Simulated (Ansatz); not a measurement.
## Worked example: self-consistent single point of ReTc (P-6m2, 2 atoms in the cell) in Ansatz

Method: LDA (PW92), default PAW files made with PBE (plane waves; Ansatz, a program for electronic structure).

Input:

Ansatz 0.2 input:
```yaml
# ReTc
crystal:
  lattice:
    - [2.74105200, 0.00000000, 0.00000000]
    - [-1.37052600, 2.37382100, 0.00000000]
    - [0.00000000, 0.00000000, 4.42694900]
  atoms:
    - { symbol: Tc, position_ang: [1.37052737, 0.79127288, 0.00000000] }
    - { symbol: Re, position_ang: [0.00000000, 0.00000000, 2.21347450] }
basis:
  ecutwfc: 36.7 Ry
kpoints:
  mp_grid:
    grid: [14, 14, 8]
hamiltonian:
  xc: lda
  pseudopotentials:
    kind: paw
scf:
  occupations:
    method: fermi_dirac
    width: 0.0073 Ry
output:
  forces: true
  eigenvalues: true
  stress: true
```

Output, abridged:

```
WARN the atoms were moved onto the symmetric positions of the space group found under crystal.symmetry.tolerance 1.0e-5 (fractional …
WARN basis.ecutwfc = 499.3289376138798 eV is below the records' recommended cutoff, and the density's cutoff is lower with it unless basis.ecutrho_ratio is …
WARN ansatz: RAYON_NUM_THREADS=1 ignored (pool sized by the plan → 1); use --threads N
Pseudopotentials: kind: paw
Pseudopotential: Tc, paw, valence charge 15
Pseudopotential: Re, paw, valence charge 15
Crystal: 2 atoms, lattice volume = 28.805 Å³
Basis set: ecut = 499.3289376138798 eV, 713 PW (Γ)
Bands: 19, of which v1, the nominal top of the filled ones, is band 15 counted from 1 (14 counted from 0)
Symmetry: 12 space group operations
Space group: P-6m2 (ITA 187), of the structure as read, at distance tolerance 3.1e-5 Å
k-points: 120 of 1568 (time reversal used)
PAW frozen core: Tc, regenerated for the run's functional, and the local potential with it
PAW frozen core: Re, regenerated for the run's functional, and the local potential with it
Initial density: superposition of atomic densities (chi_scale 0.1, normalization cell)
Initial wavefunctions: pseudopotential atomic-orbital guess
Eigensolver: davidson
Functional: x = slater, c = lda
SCF iter   1: F=—  HF=-15889.579846 eV  |F-HF|=—  |Δ(HF+E_count)|=         —  Δρ=7.53e-2  dr2=3.34e0  ethr=3.10e-3  ⟨swp⟩=5.0  Hψ=9137  notcnv=0
all-band conjugate gradients solve this SCF's bands
preconditioner: auto → none
SCF iter   2: F=—  HF=-15889.265322 eV  |F-HF|=—  |Δ(HF+E_count)|=   3.15e-1  Δρ=5.71e-2  dr2=2.41e0  ethr=3.10e-3  ⟨swp⟩=2.0  Hψ=3628  notcnv=0
SCF iter   3: F=—  HF=-15888.956754 eV  |F-HF|=—  |Δ(HF+E_count)|=   3.09e-1  Δρ=8.04e-3  dr2=9.56e-3  ethr=3.10e-3  ⟨swp⟩=2.0  Hψ=3550  notcnv=0
SCF iter   4: F=—  HF=-15888.955591 eV  |F-HF|=—  |Δ(HF+E_count)|=   1.16e-3  Δρ=2.03e-3  dr2=9.24e-4  ethr=3.19e-5  ⟨swp⟩=2.1  Hψ=3421  notcnv=0
SCF iter   5: F=—  HF=-15888.955609 eV  |F-HF|=—  |Δ(HF+E_count)|=   1.84e-5  Δρ=6.86e-4  dr2=1.30e-4  ethr=3.08e-6  ⟨swp⟩=2.1  Hψ=3767  notcnv=0
SCF iter   6: F=—  HF=-15888.955578 eV  |F-HF|=—  |Δ(HF+E_count)|=   3.15e-5  Δρ=1.19e-4  dr2=4.29e-6  ethr=4.35e-7  ⟨swp⟩=2.1  Hψ=3129  notcnv=0
SCF iter   7: F=—  HF=-15888.955575 eV  |F-HF|=—  |Δ(HF+E_count)|=   2.67e-6  Δρ=1.22e-5  dr2=2.03e-8  ethr=3.33e-10  ⟨swp⟩=3.3  Hψ=9772  notcnv=0
SCF iter   8: F=-15888.955575 eV  HF=-15888.955575 eV  |F-HF|=2.73e-10  |Δ(HF+E_count)|=  5.15e-10  Δρ=1.86e-6  dr2=5.07e-10  ethr=6.77e-11  ⟨swp⟩=2.0  Hψ=7601  notcnv=0
SCF 1 converged in 8 iterations: F = -15888.955575 eV  dr2 = 5.07e-10
SCF converged after 8 iterations
Free energy (F): -15888.955575 eV
Harris-Foulkes:  -15888.955575 eV  (|F-HF|=2.73e-10)
Internal energy: -15888.895802 eV  (E = F + TS)
E sigma→0 (E₀):  -15888.925688 eV
Entropy (-TS):   -0.059773 eV (-29.887 meV/atom)
Fermi energy:    23.053018 eV
--- Per-component energies (eV) ---
  E_band       = -122.502494
  E_kinetic    = 1165.512706
  E_local      = -1941.084964  (includes V_loc(G=0)·N_el)
  E_nonlocal   = 347.141067
  E_hartree    = 589.174483
  E_xc         = -638.929750
  E_vxc        = -599.233794  (∫ρ·V_xc dr)
  E_paw        = -11565.616868  (= ΣΔE_a)
  E_vpaw       = -273.186618  (= ΣTr[D̂ρ^β])
  E_aug_tail   = -0.000028  (compensation charges beyond the density's cutoff)
  E_ewald      = -3845.923246
  E_core_change = 0.830797  (= ΣΔE_core)
  E_smearing   = -0.059773  (= −TS)
  E_closure    = 0.000000  (closes the sum)
  Σ components = -15888.955575   (vs F -15888.955575, Δ=0.00e0)
--- Forces (eV/Å), atoms counted from 1 ---
  atom   1  Tc     0.00000000    -0.00000000     0.00000000
  atom   2  Re    -0.00000000     0.00000000     0.00000000
  max |Σ_I F_I| component: 1.85e-17 eV/Å
--- Stress (GPa, compression-positive) ---
       -7.624352       0.000000       0.000000
        0.000000      -7.624352       0.000000
        0.000000       0.000000      -9.947876
  P = ⅓ Tr σ = -8.3989 GPa (-83.989 kbar)
  The stress holds the Pulay correction. Without it, at fixed plane waves, as pw.x and ABINIT print it: P = -8.4525 GPa
--- Band table (eV; the first three rows and the last of 120) ---
  k-point 0: bands = ["-56.6896", "-43.4174", "-18.7496", "-18.0630", "-18.0630", "-15.4252", "-15.0162", "-15.0162", "14.1875", "17.1782", "21.4662", "21.4714", "21.4714", "22.2476", "22.2476", "23.0873", "23.0873", "24.2368", "26.0836"]
  k-point 1: bands = ["-56.6896", "-43.4177", "-18.7325", "-18.0627", "-18.0627", "-15.4487", "-15.0167", "-15.0167", "14.3503", "17.2305", "21.3668", "21.3863", "21.3863", "22.1380", "22.1380", "23.3304", "23.3304", "23.7197", "26.0980"]
  k-point 2: bands = ["-56.6895", "-43.4183", "-18.6904", "-18.0618", "-18.0618", "-15.5064", "-15.0178", "-15.0178", "14.7941", "17.3589", "21.1174", "21.2610", "21.2610", "21.8759", "21.8759", "22.5798", "23.8986", "23.8986", "26.0627"]
  k-point 119: bands = ["-56.5978", "-43.2599", "-18.8333", "-18.6760", "-18.5160", "-15.7173", "-15.5771", "-15.3685", "18.6191", "18.7543", "19.6161", "19.7160", "20.9813", "21.1991", "23.0456", "23.1003", "25.9472", "26.3342", "31.8254"]
```

The run converged in 8 iterations.

The starting cell comes from a database of computed structures (which also holds hypothetical and non-ambient phases and stackings), without a prior relaxation at this level. Its lattice was rescaled by up to half a per cent. Spin-orbit coupling is off. Spin polarisation is off. With a pressure of about -8 GPa the cell is away from its equilibrium volume at this level. Ansatz's pressure includes its estimate of the finite-basis (Pulay) stress. The cutoff lies below the one recommended for these files.
